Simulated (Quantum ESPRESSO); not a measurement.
## Dielectric-response calculation of LiNbO3 (R3c, 10 atoms in the cell) at several settings

```xyz
10
Lattice="2.6271 1.5168 4.6253 -2.6271 1.5168 4.6253 0.0000 -3.0335 4.6253" Properties=species:S:1:pos:R:3 pbc="T T T"
Li     0.0000     0.0000     3.9893
Li     0.0000     0.0000    10.9273
Nb     0.0000     0.0000     0.1776
Nb     0.0000     0.0000     7.1156
O      1.5907     0.2459     5.7816
O     -1.0083     1.2547     5.7816
O     -0.5824    -1.5005     5.7816
O      0.5824     1.5330     8.0942
O     -1.6188    -0.2621     8.0942
O      1.0364    -1.2709     8.0942
```

Base: PBE, GBRV 1.5 ultrasoft (PBE) pseudopotentials (Quantum ESPRESSO). Its settings: ecutwfc = 40 Ry; ecutrho = 320 Ry; occupations = smearing; smearing = marzari-vanderbilt; degauss = 0.019992 Ry; potentials = {Li: li_pbe_v1.4.uspp.F.UPF, Nb: nb_pbe_v1.uspp.F.UPF, O: o_pbe_v1.2.uspp.F.UPF}; K_POINTS = automatic 5 5 5 1 1 1; conv_thr = 1e-11 Ry. Starting volume 11.06 Å³ per atom.

Each line gives the change from the base single point and the result:

- occupations: smearing → fixed; smearing: marzari-vanderbilt → default; degauss: 0.019992 Ry → default; K_POINTS: automatic 5 5 5 1 1 1 → automatic 4 4 4 1 1 1; nbnd: default → 38; ph.x.tr2_ph: default → 1e-14; ph.x.trans: default → false; ph.x.epsil: default → true; ph.x.zeu: default → true: pressure 0.59 GPa; largest force (vector length) 0.385 eV/Å; ε∞ at this k-point mesh, which may be far from converged in small-gap cells (xx, yy, zz) 5.61, 5.61, 5.63; Born charges at this mesh (mean of the diagonal, e) Li 1.16, Li 1.16, Nb 7.72, Nb 7.72, O -2.96, O -2.96, O -2.96, O -2.96, O -2.96, O -2.96.
- occupations: smearing → fixed; smearing: marzari-vanderbilt → default; degauss: 0.019992 Ry → default; K_POINTS: automatic 5 5 5 1 1 1 → automatic 3 3 3 1 1 1; nbnd: default → 38; ph.x.tr2_ph: default → 1e-14; ph.x.trans: default → false; ph.x.epsil: default → true; ph.x.zeu: default → true: pressure 0.58 GPa; largest force (vector length) 0.372 eV/Å; ε∞ at this k-point mesh, which may be far from converged in small-gap cells (xx, yy, zz) 5.58, 5.58, 5.47; Born charges at this mesh (mean of the diagonal, e) Li 1.15, Li 1.15, Nb 7.65, Nb 7.65, O -2.94, O -2.94, O -2.94, O -2.94, O -2.94, O -2.94.
- occupations: smearing → fixed; smearing: marzari-vanderbilt → default; degauss: 0.019992 Ry → default; nbnd: default → 38; ph.x.tr2_ph: default → 1e-14; ph.x.trans: default → false; ph.x.epsil: default → true; ph.x.zeu: default → true: pressure 0.59 GPa; largest force (vector length) 0.387 eV/Å; ε∞ at this k-point mesh, which may be far from converged in small-gap cells (xx, yy, zz) 5.62, 5.62, 5.67; Born charges at this mesh (mean of the diagonal, e) Li 1.16, Li 1.16, Nb 7.73, Nb 7.73, O -2.97, O -2.97, O -2.97, O -2.97, O -2.97, O -2.97.

The starting cell was generated: these elements placed on a structure prototype, without a prior relaxation; it need not be a known phase or ordering of this composition.

Frequencies and response belong to this unrelaxed cell, and polar modes hold no LO-TO splitting.
